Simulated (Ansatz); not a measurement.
## Pressure series in CdS

The reference is CdS in the zinc blende structure (space group F-43m, No. 216).

```yaml
crystal:
  lattice:
    - [0.00000, 2.93953, 2.93953]
    - [2.93953, 0.00000, 2.93953]
    - [2.93953, 2.93953, 0.00000]
  atoms:
    - { symbol: S, position: [0.75000, 0.75000, 0.75000] }
    - { symbol: Cd, position: [0.00000, 0.00000, 0.00000] }
```

Cell and atoms are relaxed at each pressure.

Computed with DFT with r2SCAN, PAW potentials and a 500 eV plane-wave cutoff in Ansatz (a first-principles code), scalar-relativistic without spin-orbit coupling, earlier PAW set.

| pressure (GPa) | band gap (eV) |
|---|---|
| -2 | 1.46 |
| -1 | 1.50 |
| 0 | 1.54 |
| 3 | 1.64 |
| 7 | ? |
| 15 | 1.90 |

### Question
Fit E_g = E₀ + αP + βP² to the rows shown and predict the withheld row.

### Answer
Least squares on the printed values gives E₀ = 1.54 eV, α = 36.9 meV/GPa, β = -0.85 meV/GPa² (largest residual 0.00 eV); this predicts 1.75 eV, and the run gives 1.75 eV, in agreement.

Load acts through the strain it causes; cell and atoms are relaxed under it. Stability against distortions was not tested. Tetrahedral semiconductors of this kind turn to denser phases somewhere between about 1 and 50 GPa; those were not computed, so compressed cells here can lie past the real transition.
